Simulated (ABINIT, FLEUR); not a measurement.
A FLEUR input for a self-consistent single point of ScIr3 (Pm-3m, 4 atoms in the cell) (DFT, LDA (Perdew-Zunger), all-electron FLAPW (FLEUR), scalar-relativistic valence):

Input of the input generator:

```
scf ScIr3
&input film=f /
1.0000000000 0.0000000000 0.0000000000
0.0000000000 1.0000000000 0.0000000000
0.0000000000 0.0000000000 1.0000000000
7.1268450763
1.0 1.0 1.0

4
21 0.0000000000 0.0000000000 0.0000000000
77 0.0000000000 0.5000000000 0.5000000000
77 0.5000000000 0.0000000000 0.5000000000
77 0.5000000000 0.5000000000 0.0000000000

&comp jspins=1 /
&exco xctyp='pz' /
&kpt div1=6 div2=6 div3=6 gamma=t /
&end /
```

```xml
<?xml version="1.0" encoding="UTF-8" standalone="no"?>
<fleurInput fleurInputVersion="0.39">
   <comment>
      scf ScIr3                                                                                           
   </comment>
   <calculationSetup>
      <cutoffs Kmax="4.2" Gmax="14.7" GmaxXC="14.7" numbands="0"/>
      <scfLoop itmax="60" minDistance="0.00001" maxIterBroyd="25" imix="Anderson" alpha="0.05" precondParam="0.0" spinf="2.0"/>
      <coreElectrons ctail="T" frcor="F" kcrel="0" coretail_lmax="0"/>
      <xcFunctional name="pz" relativisticCorrections="F"/>
      <magnetism jspins="1"/>
      <soc l_soc="F" theta="0.0" phi="0.0" spav="F"/>
      <expertModes spex="0" secvar="F"/>
      <geometryOptimization l_f="T" forcealpha="1.0" forcemix="BFGS" epsdisp="0.00001" epsforce="0.00001"/>
      <ldaU l_linMix="F" mixParam="0.05" spinf="1.0"/>
   </calculationSetup>
   <cell>
      <bzIntegration valenceElectrons="56.0" mode="hist" fermiSmearingEnergy="0.00499791">
         <kPointListSelection listName="default-1"/>
         <!-- k-points included here -->
         <xi:include xmlns:xi="http://www.w3.org/2001/XInclude" href="kpts.xml"> </xi:include>
      </bzIntegration>
      <!-- symmetry operations included here -->
      <xi:include xmlns:xi="http://www.w3.org/2001/XInclude" href="sym.xml"> </xi:include>
      <bulkLattice scale="1.0">
         <bravaisMatrix>
            <row-1>    7.1268450763000004     0.0000000000000000     0.0000000000000000</row-1>
            <row-2>    0.0000000000000000     7.1268450763000004     0.0000000000000000</row-2>
            <row-3>    0.0000000000000000     0.0000000000000000     7.1268450763000004</row-3>
         </bravaisMatrix>
      </bulkLattice>
   </cell>
   <atomSpecies>
      <species name="Scandium (Sc)" element="Sc" atomicNumber="21">
         <mtSphere radius="2.40" gridPoints="829" logIncrement="0.015"/>
         <atomicCutoffs lmax="10" lnonsphr="8"/>
         <electronConfig flipSpins="F">
            <coreConfig>(1s1/2) (2s1/2) (2p1/2) (2p3/2)</coreConfig>
            <valenceConfig>(3s1/2) (3p1/2) (3p3/2) (4s1/2) (3d3/2) (3d5/2)</valenceConfig>
            <stateOccupation state="(3d3/2)" spinUp="0.2" spinDown="0.2"/>
            <stateOccupation state="(3d5/2)" spinUp="0.3" spinDown="0.3"/>
         </electronConfig>
         <energyParameters s="4" p="4" d="3" f="4"/>
         <lo type="SCLO" l="0" n="3" eDeriv="0"/>
         <lo type="SCLO" l="1" n="3" eDeriv="0"/>
      </species>
      <species name="Iridium (Ir)" element="Ir" atomicNumber="77">
         <mtSphere radius="2.40" gridPoints="829" logIncrement="0.016"/>
         <atomicCutoffs lmax="10" lnonsphr="8"/>
         <electronConfig flipSpins="F">
            <coreConfig>(1s1/2) (2s1/2) (2p1/2) (2p3/2) (3s1/2) (3p1/2) (3p3/2) (4s1/2) (3d3/2) (3d5/2) (4p1/2) (4p3/2) (5s1/2) (4d3/2) (4d5/2) (4f5/2) (4f7/2)</coreConfig>
            <valenceConfig>(5p1/2) (5p3/2) (6s1/2) (5d3/2) (5d5/2)</valenceConfig>
            <stateOccupation state="(5d3/2)" spinUp="1.4" spinDown="1.4"/>
            <stateOccupation state="(5d5/2)" spinUp="2.1" spinDown="2.1"/>
         </electronConfig>
         <energyParameters s="6" p="6" d="5" f="5"/>
         <lo type="SCLO" l="1" n="5" eDeriv="0"/>
      </species>
   </atomSpecies>
   <atomGroups>
      <atomGroup species="Scandium (Sc)">
         <relPos label="                   1">.0000000000 .0000000000 .0000000000</relPos>
         <force calculate="T" relaxXYZ="TTT"/>
      </atomGroup>
      <atomGroup species="Iridium (Ir)">
         <relPos label="                   2">.0000000000 1.000/2.000 1.000/2.000</relPos>
         <relPos label="                   3">1.000/2.000 .0000000000 1.000/2.000</relPos>
         <relPos label="                   4">1.000/2.000 1.000/2.000 .0000000000</relPos>
         <force calculate="T" relaxXYZ="TTT"/>
      </atomGroup>
   </atomGroups>
   <output dos="F" band="F" slice="F">
      <checks vchk="F" cdinf="F"/>
      <bandDOS minEnergy="-.5*Htr" maxEnergy="0.5*Htr" sigma="0.015" storeEVData="T"/>
      <vacuumDOS vacdos="F" integ="F" star="F" nstars="0" locx1="0.0" locy1="0.0" locx2="0.0" locy2="0.0" nstm="0" tworkf="0.0"/>
      <unfoldingBand unfoldBand="F" supercellX="1" supercellY="1" supercellZ="1"/>
      <plotting iplot="0" polar="F">
         <plot TwoD="T" vec1="  1.0  0.0  0.0" vec2="  0.0  1.0  0.0" vec3="  0.0  0.0  1.0" zero="  0.0  0.0  0.0" file="plot"/>
      </plotting>
      <chargeDensitySlicing numkpt="0" minEigenval="0.0" maxEigenval="0.0" nnne="0" pallst="F"/>
      <specialOutput eonly="F"/>
      <magneticCircularDichroism mcd="F" energyLo="-10.0" energyUp="0.0"/>
   </output>
  <!-- We include the file relax.xml here to enable relaxations (see documentation) -->
  <xi:include xmlns:xi="http://www.w3.org/2001/XInclude" href="relax.xml"> <xi:fallback/> </xi:include>
</fleurInput>
```

Task: Give the ABINIT input for the same structure, mesh, smearing and functional.

Result: This is the input that was run; spellings and numerical settings could be chosen otherwise.

```
# ScIr3, PseudoDojo nc-sr-04 LDA standard
pp_dirpath "./"
pseudos "Sc.upf, Ir.upf"
acell 3.7713640000 3.7713640000 3.7713640000 Angstrom
rprim
         1.0000000000    0.0000000000    0.0000000000
         0.0000000000    1.0000000000    0.0000000000
         0.0000000000    0.0000000000    1.0000000000
natom 4
ntypat 2
znucl 21 77
typat 1 2 2 2
xred
         0.0000000000    0.0000000000    0.0000000000
         0.0000000000    0.5000000000    0.5000000000
         0.5000000000    0.0000000000    0.5000000000
         0.5000000000    0.5000000000    0.0000000000
ecut 1061 eV
ixc 7
occopt 3
tsmear 0.00499791
nband 40
kptopt 1
ngkpt 6 6 6
nshiftk 1
shiftk 0 0 0
nstep 100
tolvrs 1.0e-11
prtwf 0
prtden 0
enunit 1
```

Basis, cutoffs, solver keys and any potentials are the target program's own. This input uses DFT, LDA (PW92), plane waves, norm-conserving pseudopotentials (PseudoDojo nc-sr-04 LDA standard). LDA parametrisations can differ slightly between programs.

The starting cell comes from a database of computed structures (which also holds hypothetical and non-ambient phases and stackings), without a prior relaxation at this level. Its lattice was rescaled by a random factor within 2.5 % of one. For this run, on top of that: lattice scaled by 0.98.
